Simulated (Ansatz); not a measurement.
An Ansatz (a quantum-chemistry and plane-wave program) run: a single point on Re with a change (uniaxial stress, 8 GPa compression along x), its geometry relaxed with PBEsol; r2SCAN in Ansatz (plane waves to 500 eV, PAW, without spin-orbit coupling).

Input:

Ansatz 0.2 input:
```yaml
crystal:
  lattice:
    - [2.7087311194, 0, 0]
    - [-1.3543655597, 2.3968037967, 0]
    - [0, 0, 4.4544391301]
  atoms:
    - { symbol: Re, position: [0.334966391, 0.6699327819, 0.75] }
    - { symbol: Re, position: [0.665033609, 0.3300672181, 0.25] }
basis: { ecutwfc: 500, ecutrho_ratio: 4, xc_grid: 4, fft_grid_basis: typed }
kpoints: { mp_grid: { grid: [19, 19, 11] } }
hamiltonian:
  xc: r2scan
  dispersion: none
  pseudopotentials: { kind: paw }
scf: { occupations: { method: fermi_dirac, width: 0.05 }, convergence: { dr2_threshold: 0.0000000002 } }
output: { forces: true, stress: true }
checkpoint: { write: state.ck, write_every: 1000 }
```

Output (explanatory and most iteration lines left out):

```
Pseudopotential: Re, paw, valence charge 15
Crystal: 2 atoms, lattice volume = 28.920 Å³
Basis set: ecut = 500 eV, 705 PW (Γ), exchange–correlation on 80×96×144 points (64 copies of the dense FFT grid, shifted against one another)
Bands: 19, of which v1, the nominal top of the filled ones, is band 15 counted from 1 (14 counted from 0)
Symmetry: 8 space group operations
Space group: Cmcm (ITA 63), of the structure as read, at distance tolerance 3.1e-5 Å
k-points: 600 of 3971
Functional: x = r2scan, c = r2scan; τ floored in thin density (d = 2e-4 eV/Å³)
SCF iter   1: F=—  HF=-21761.570312 eV  |F-HF|=—  |Δ(HF+E_count)|=         —  Δρ=9.78e-3  dr2=1.29e-2  dr2_τ=1.77e-1  ethr=1.77e-3  ⟨swp⟩=5.7  Hψ=54818  notcnv=0
SCF iter   2: F=—  HF=-21761.609696 eV  |F-HF|=—  |Δ(HF+E_count)|=   3.94e-2  Δρ=5.83e-3  dr2=4.15e-3  dr2_τ=5.43e-4  ethr=4.32e-5  ⟨swp⟩=2.0  Hψ=22799  notcnv=0  defer=2
SCF 1 converged in 7 iterations: F = -21761.613339 eV  dr2 = 4.96e-11
SCF converged after 7 iterations
Free energy (F): -21761.613339 eV
Internal energy: -21761.601642 eV  (E = F + TS)
E sigma→0 (E₀):  -21761.607491 eV
Entropy (-TS):   -0.011697 eV (-5.849 meV/atom)
Fermi energy:    24.301665 eV
--- Forces (eV/Å), atoms counted from 1 ---
  atom   1  Re     0.00000000     0.00676756     0.00000000
  atom   2  Re     0.00000000    -0.00676756     0.00000000
--- Stress (GPa, compression-positive) ---
       11.687158       0.000000       0.000000
        0.000000       3.763207       0.000000
        0.000000       0.000000       4.577710
  P = ⅓ Tr σ = 6.6760 GPa (66.760 kbar)
```

Single points use the geometry relaxed with PBEsol. Load acts through the strain it causes; cell and atoms are relaxed under it. Beyond what the load breaks, stability against distortions was not tested. The final runs are not spin-polarised. The cell was made from Re in the hcp (Mg type) structure (space group P6_3/mmc, No. 194) by this change: uniaxial stress, 8 GPa compression along x.
